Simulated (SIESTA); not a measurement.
Worked example: self-consistent single point of PbO2 (P4_2/mnm, 6 atoms in the cell) in SIESTA.

Method of the run: GGA PBE, numerical atomic orbitals DZP, PseudoDojo PBE standard norm-conserving potentials (rewritten from UPF to PSML) (SIESTA 5.4.2).

The change in words: lattice scaled by 0.98. Reference geometry:
```
CELL_PARAMETERS angstrom
      4.88807     0.00000     0.00000
      0.00000     4.88807     0.00000
      0.00000     0.00000     3.33605
ATOMIC_POSITIONS crystal
  Pb 0.00000 0.00000 0.00000
  Pb 0.50000 0.50000 0.50000
  O  0.30743 0.30743 0.00000
  O  0.69257 0.69257 0.00000
  O  0.19257 0.80743 0.50000
  O  0.80743 0.19257 0.50000
```

Reference input (self-consistent single point, DFT, GGA PBE, numerical atomic orbitals DZP, PseudoDojo PBE standard norm-conserving potentials (rewritten from UPF to PSML)): XC.functional = GGA; XC.authors = PBE; potentials = PseudoDojo PBE standard; PAO.BasisSize = DZP; PAO.EnergyShift = 0.01 Ry; MeshCutoff = 400 Ry; kgrid.MonkhorstPack = 6 6 8; OccupationFunction = MP; OccupationMPOrder = 0; ElectronicTemperature = 1578.21 K; MaxSCFIterations = 150; SCF.Mixer.Method = Pulay. This run's input differs from it in these lines:

```diff
@@ -10,3 +10,3 @@
 %endblock ChemicalSpeciesLabel
-LatticeConstant              4.888068 Ang
+LatticeConstant              4.790307 Ang
 %block LatticeVectors
@@ -14,3 +14,3 @@
      0.000000000    1.000000000    0.000000000
-     0.000000000    0.000000000    0.682487846
+     0.000000000    0.000000000    0.682487782
 %endblock LatticeVectors
```

Output (repeated stretches shortened):

```
        iscf     Eharris(eV)        E_KS(eV)     FreeEng(eV)     dDmax    Ef(eV) dHmax(eV)
   scf:    1    -5563.978961    -5587.944842    -5587.944842  1.590428 -6.896306  6.898344
   scf:    2    -5593.549901    -5590.891477    -5590.891478  0.062939 -6.659552  4.927503
   scf:    3    -5595.632609    -5594.318106    -5594.319452  0.216589 -5.887218  1.289299
   scf:    4    -5594.337085    -5594.351336    -5594.352656  0.053519 -6.239845  0.615464
   scf:    5    -5594.407705    -5594.391944    -5594.393223  0.023002 -6.083854  0.034744
   [... 2 lines left out ...]
   scf:    8    -5594.392386    -5594.392360    -5594.393596  0.000666 -6.053431  0.002618
   scf:    9    -5594.392358    -5594.392359    -5594.393597  0.000201 -6.054394  0.002136
   scf:   10    -5594.392361    -5594.392360    -5594.393597  0.000096 -6.054459  0.000018
   scf:   11    -5594.392360    -5594.392360    -5594.393597  0.000001 -6.054460  0.000015
SCF Convergence by DM+H criterion
max |DM_out - DM_in|         :     0.0000005351
max |H_out - H_in|      (eV) :     0.0000153707
SCF cycle converged after 11 iterations

Using DM_out to compute the final energy and forces

siesta: E_KS(eV) =            -5594.3924

siesta: E_KS - E_eggbox =     -5594.3924

siesta: Atomic forces (eV/Ang):
     1    0.000000    0.000000   -0.000000
     2   -0.000000    0.000000   -0.000000
     3   -0.255735   -0.255735    0.000000
     4    0.255735    0.255735    0.000000
     5    0.255735   -0.255735    0.000000
     6   -0.255735    0.255735    0.000000
   Tot    0.000000    0.000000    0.000000
   Max    0.255735
   Res    0.170490    sqrt( Sum f_i^2 / 3N )
   Max    0.255735    constrained

   [... lines left out ...]
siesta: FreeEng =     -5594.393597
   [... lines left out ...]
siesta:    -0.211296    0.000000   -0.000000
siesta:     0.000000   -0.211296   -0.000000
siesta:     0.000000    0.000000   -0.292122

siesta: Cell volume =         75.021358 Ang**3

siesta: Pressure (static):
siesta:                Solid            Molecule  Units
siesta:           0.00259474          0.00262197  Ry/Bohr**3
siesta:           0.23823774          0.24073853  eV/Ang**3
siesta:         381.69894528        385.70564028  kBar
```

The run converged in 11 iterations. Against the reference run the free energy goes up by 146 meV/atom, the pressure goes from 22.52 to 38.17 GPa and the largest force goes from 0.148 to 0.362 eV/Å.

The starting cell comes from a database of computed structures (which also holds hypothetical and non-ambient phases and stackings), without a prior relaxation at this level. Its lattice was rescaled by a random factor within 2.5 % of one. For this run, on top of that: lattice scaled by 0.98. Values carry the incompleteness of an atom-centred basis. With a pressure of about 38 GPa the cell is away from its equilibrium volume at this level. The run gives no clean gap (levels at the Fermi energy touch, overlap or are partly filled at this smearing), which alone does not show that the compound is a metal.

Cost on one core of a shared machine: roughly 60 s.
